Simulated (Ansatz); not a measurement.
Base system: BeTe in the zinc blende structure (space group F-43m, No. 216).

```xyz
2
Lattice="0.0000 2.7771 2.7771 2.7771 0.0000 2.7771 2.7771 2.7771 0.0000" Properties=species:S:1:pos:R:3 pbc="T T T"
Be     0.0000     0.0000     0.0000
Te     1.3886     1.3886     1.3886
```

Calculations: LDA/PAW in Ansatz (a first-principles code), no spin-orbit coupling.

```tsv
level	band gap	lattice parameter a
LDA	1.79 eV	5.554 Å
```

Task: What does experiment give, and how far off is each level?

Result: Measured: band gap 2.8 eV (temperature not stated; as listed in Das, Protik, Mohammadi, Mohammad, Bazhirov, Timur, arXiv (2018)); lattice parameter a 5.626 Å (temperature not stated; as listed in Fabio Bernardini, Maria Peressi, Vincenzo Fiorentini, Phys. Rev. B (2000)). Computed minus measured — band gap: LDA -1.01 eV; lattice parameter a: LDA -1.3 %. Measured values not marked as corrected hold thermal and zero-point effects that the static-lattice runs lack. A measured gap can be an optical one, lowered by exciton binding. Levels without spin-orbit coupling miss its lowering of the gap, often about a third of the valence-band splitting.

With Te present, leaving out spin-orbit coupling can change the band edges. Gaps are Kohn–Sham eigenvalue differences; semilocal functionals usually give less than the measured gap. No phonon test of stability was made.
